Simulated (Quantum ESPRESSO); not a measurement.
Troubleshooting Quantum ESPRESSO: a failed run on CoPSe (Pbca, 24 atoms in the cell). The aim is a self-consistent single point with DFT, LDA (PZ), plane waves, PSlibrary PAW (LDA) pseudopotentials.

Cell that was meant: a = 5.6614 Å, b = 5.7450 Å, c = 11.3550 Å, α = 90.00°, β = 90.00°, γ = 90.00°.

Part of the input:

```fortran
  conv_thr = 1.0d-9
/
ATOMIC_SPECIES
Co    58.9332  co_pbe_v1.2.uspp.F.UPF
P     30.9738  P.pz-n-kjpaw_psl.1.0.0.UPF
Se    78.9710  Se.pz-n-kjpaw_psl.1.0.0.UPF
ATOMIC_POSITIONS alat
```

Output (repeated stretches shortened):

```
     file P.pz-n-kjpaw_psl.1.0.0.UPF: wavefunction(s)  3S 3P renormalized
     file Se.pz-n-kjpaw_psl.1.0.0.UPF: wavefunction(s)  4S renormalized
           1           4

 %%%%%%%%%%%%%%%%%%%%%%%%%%%%%%%%%%%%%%%%%%%%%%%%%%%%%%%%%%%%%%%%%%%%%%%%%%%%%%
     Error in routine set_dft_from_name (3):
      conflicting values for icorr
 %%%%%%%%%%%%%%%%%%%%%%%%%%%%%%%%%%%%%%%%%%%%%%%%%%%%%%%%%%%%%%%%%%%%%%%%%%%%%%

     stopping ...
```

From the messages shown, name the fault and mend the input.

The fault is potentials made for another functional; here the program stops on it instead of giving results. To fix it, use potentials made for the functional of the run. The program stopped before any SCF iteration.

The sound input it was made from differs as follows (other fixes are possible):
```diff
-Co    58.9332  co_pbe_v1.2.uspp.F.UPF
+Co    58.9332  Co.pz-n-kjpaw_psl.1.0.0.UPF
```

With that input, the run converged in 13 iterations: free energy E − TS -42846.4969 eV; top of the valence band (on the code's own zero) 9.64 eV; gap on the k-point mesh 0.57 eV; pressure -12.77 GPa; largest force (vector length) 0.228 eV/Å (DFT, LDA (PZ), plane waves, PSlibrary PAW (LDA) pseudopotentials).

On the sound input: the starting cell comes from a database of computed structures (which also holds hypothetical and non-ambient phases and stackings), without a prior relaxation at this level. Its lattice was rescaled by a random factor within 2.5 % of one. With a pressure of about -13 GPa the cell is away from its equilibrium volume at this level.
